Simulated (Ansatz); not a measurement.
GaAs under a change: pressure 0.9 GPa

Base system: GaAs in the zinc blende structure (space group F-43m, No. 216; a = 5.667 Å).

Modification: cell and atoms relaxed at a pressure of 0.9 GPa.

All numbers come from r2SCAN in Ansatz (plane waves to 500 eV, PAW, no spin-orbit coupling). Settings: 10×10×10 k-points, 0.05 eV Fermi–Dirac smearing.

| quantity | base | changed | shift |
|---|---|---|---|
| volume per atom | 22.75 Å³ | 22.47 Å³ | -0.273 Å³ |
| density | 5.28 g/cm³ | 5.34 g/cm³ | +0.06 g/cm³ |
| lattice parameter a | 5.667 Å | 5.644 Å | -0.023 Å |
| shortest interatomic distance | 2.454 Å | 2.444 Å | -0.010 Å |
| band gap | 0.96 eV | 1.06 eV | +0.10 eV |
| gap character | direct at Γ | direct at Γ | – |
| width of the top valence band | 3.40 eV | 3.46 eV | +0.06 eV |
| electron mass | 0.051 mₑ (at Γ) | 0.055 mₑ (at Γ) | – |
| hole mass (degenerate bands, along [100]) | 0.050, 0.34, 0.34 mₑ (at Γ) | 0.055, 0.34, 0.34 mₑ (at Γ) | – |
| valley order (the lowest conduction-band minima on the path, energy above the VBM, named in the base's zone) | Γ 0.96 eV; L along ⟨111⟩ 1.35 eV; a point along ⟨100⟩, about 1.0 Å⁻¹ from Γ 1.72 eV | Γ 1.06 eV; L along ⟨111⟩ 1.39 eV; a point along ⟨100⟩, about 1.0 Å⁻¹ from Γ 1.70 eV | – |

Final structure:

```xyz
2
Lattice="0.0000 2.8220 2.8220 2.8220 0.0000 2.8220 2.8220 2.8220 0.0000" Properties=species:S:1:pos:R:3 pbc="T T T"
As     1.4110     1.4110     1.4110
Ga     0.0000     0.0000     0.0000
```

Load acts through the strain it causes; cell and atoms are relaxed under it. Masses are band curvatures over ±0.01 Å⁻¹ around the edge. No phonon test of stability was made.

Ansatz is a first-principles code.
